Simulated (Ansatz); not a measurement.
Cells marked so need not be the phases stable at ambient conditions, and some may be hypothetical.

The gap is the functional's own. No spin-orbit coupling. Mid-gap values are interpolated on the energy grid.

A. Tl₃VSe₄ (I-43m, not sure to be the ambient phase, 8 atoms a cell, 28.7 Å³ an atom), along the normal of (001)
B. MgO (Fm-3m, rock salt, 2 atoms a cell, 9.2 Å³ an atom), along the normal of (001)
C. Li2GeF6 (P4_2/mnm, not sure to be the ambient phase, 18 atoms a cell, 10.0 Å³ an atom), along the normal of (111)
D. LiNbO$_{3}$ (R-3c, not sure to be the ambient phase, 10 atoms a cell, 11.1 Å³ an atom, -9 GPa at this level), along the normal of (101)

**Question.** Rank these by mid-gap decay constant of the slowest evanescent state (highest first), as r2SCAN in Ansatz (a first-principles code) gives it.

**Answer.** C (0.61 1/Å), B (0.38 1/Å), D (0.31 1/Å), A (0.28 1/Å)
